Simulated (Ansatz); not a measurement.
System: Ru-vacancy pair (Ru on one host Nb site, one Nb site vacant) in bcc Nb (neutral cell). The step: direct exchange of Ru with the vacancy (Ru-vacancy distance between ideal sites 2.87 Å throughout); the atom moves 3.05 Å along (0.53, 0.53, 0.54) of the unit cell; the moving atom starts with neighbours Nb at 2.73, Nb at 2.76, 3 Nb at 2.79, 2 Nb at 2.83, 3 Nb at 3.28, 2 Nb at 3.30, Nb at 3.35 Å and ends with Nb at 2.73, Nb at 2.76, 3 Nb at 2.79, 2 Nb at 2.83, 3 Nb at 3.28, 2 Nb at 3.30, Nb at 3.35 Å. DFT values are from Ansatz (plane-wave PAW, 420 eV unless said) in a cell of 36 host sites, spin-restricted, static, with no finite-size correction. Forms of the defect that were not tried may lie lower. The start lies 0.56 eV above the lowest site run (PBE). For the PBE band: the saddle point's order was not checked, and it lies on a symmetry element of the cell, where a band can be held.

```
Level                                                                           Forward barrier (eV)  Cost of the band or of the saddle's single point
------------------------------------------------------------------------------  --------------------  ------------------------------------------------
CHGNet universal potential (has no charge state), its own band                                  0.51                                                 -
PBE, a 2×2×3 k-point mesh shifted by half a step, band relaxed                                  1.27            about 80 core-minutes (a rough figure)
PBE, a 3×3×4 k-point mesh shifted by half a step, same geometries                               1.37                            roughly 6 core-minutes
r2SCAN at 500 eV, a 2×2×3 k-point mesh shifted by half a step, same geometries                  1.36             about 5 core-minutes (a rough figure)
```

Ansatz is a program for electronic structure.
